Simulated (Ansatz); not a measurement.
B20 (FeSi-type) FeGe, treated with r²SCAN (plane waves, PAW; Ansatz, a program for electronic structure).

Settings: plane-wave cutoff 560 eV, 12×12×12 k mesh, Fermi–Dirac smearing 0.05 eV, spin-polarised with parallel moments, scalar-relativistic PAW data made under PBE.

Computed at the level's own relaxed cell.

Q: What does this level give for the volume per atom, equilibrium lattice constant a and magnetic moment (largest site, within a sphere)?

A: 
* **volume per atom**: 13.15 Å³/atom
* **equilibrium lattice constant a**: 4.720 Å
* **magnetic moment (largest site, within a sphere)**: 2.24 μB

The run finds no gap.

Measured, for comparison: equilibrium volume per atom 12.97 Å³/atom (295 K, not corrected to a static lattice; as tabulated in Wilhelm et al. (2007), arXiv:cond-mat/0703031); lattice constant a 4.699 Å (295 K, not corrected to a static lattice, our sources range from 4.689 to 4.699; as tabulated in Wilhelm et al. (2007), arXiv:cond-mat/0703031). Computed (rounded) less measured: equilibrium volume per atom +1.4 %, lattice constant a +0.4 % (+0.4 % to +0.7 % over the range).

Note: the collinear magnetic order is the start's and need not be the measured one.

Moments are spin moments.

Computed values are for the static lattice.

Cost on a shared machine: very roughly 3 core-hours.
